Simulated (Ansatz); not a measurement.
## Ga_Ge+Ga_Ge in germanium

Level of theory: PBE, PAW (plane waves to 420 eV; Ansatz, a first-principles code). Details: 64-site cell; 2×2×2 shifted k-points; start: the Ge site; Ge 2.49 Å away; the functional closes the host's gap; finite-size errors of tenths of an eV; relaxed from one start, so a lower configuration may exist.

Neighbours after relaxation, in Å: of the Ga atom: Ge 2.46, Ge 2.46, Ge 2.47, Ga 2.55; of the Ga atom: Ge 2.46, Ge 2.46, Ge 2.47, Ga 2.55.

Formation energies E_f are those of the neutral cell. Chemical conditions: host crystal and elements as references (Δμ(Ge) = 0.00 eV, Δμ(Ga) = 0.00 eV; Ga taken from its element, since no compound that bounds it was computed at this level; only phases computed here count, gases as isolated molecules at 0 K). Reference phases: Ga: alpha gallium, Ge: germanium.

The name describes the start; the neighbours show where the atoms ended.

| charge | moment (μB) | point group | largest move off a lattice site (Å) | E_f, host crystal and elements as references (eV) |
|---|---|---|---|---|
| 0 | not spin-polarised | D3d | 0.04 | 0.38 |

Point groups are those of the whole cell at tolerances of 0.03 and 0.1 Å ("near" where only the looser one holds); none is given for unsettled states.

All states together cost roughly 30 core-minutes.
